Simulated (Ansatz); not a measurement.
**GeSe (model structure, started from the NiAs type, P6₃/mmc, No. 194, 4 atoms in the cell): properties by level of theory**

```json
[
 {"level (code)": "LDA (Ansatz)", "lattice parameter a (Å)": "(withheld)", "c axis length (Å)": "(withheld)", "cohesive energy (eV/atom)": "4.21"},
 {"level (code)": "PBE (Ansatz)", "lattice parameter a (Å)": "(withheld)", "c axis length (Å)": "6.941", "cohesive energy (eV/atom)": "3.32"},
 {"level (code)": "PBEsol (Ansatz)", "lattice parameter a (Å)": "(withheld)", "c axis length (Å)": "6.879", "cohesive energy (eV/atom)": "3.75"},
 {"level (code)": "PBE-D3(BJ) (Ansatz)", "lattice parameter a (Å)": "3.857", "c axis length (Å)": "(withheld)", "cohesive energy (eV/atom)": "(withheld)"}
]
```

Some entries are withheld; supply them.


- LDA (Ansatz, a first-principles code), lattice parameter a (Å): 3.803
- LDA (Ansatz), c axis length (Å): 6.836
- PBE (Ansatz), lattice parameter a (Å): 3.935
- PBEsol (Ansatz), lattice parameter a (Å): 3.840
- PBE-D3(BJ) (Ansatz), c axis length (Å): 6.911
- PBE-D3(BJ) (Ansatz), cohesive energy (eV/atom): 3.66

Caveats: a distance lies near a switch of the dispersion term, which can move the cell (PBE-D3(BJ)). Ansatz's density-functional and Hartree–Fock values are scalar-relativistic unless marked +SOC, with PAW data made under PBE.

Free atoms are spin-polarised, in the lowest state found; at levels without +SOC their spin–orbit coupling is left out.

Computed values are for the static lattice.

A model structure was made by putting elements into a prototype or built by hand; it is no filed structure, need not be a known phase, and can be a saddle point held by its symmetry.
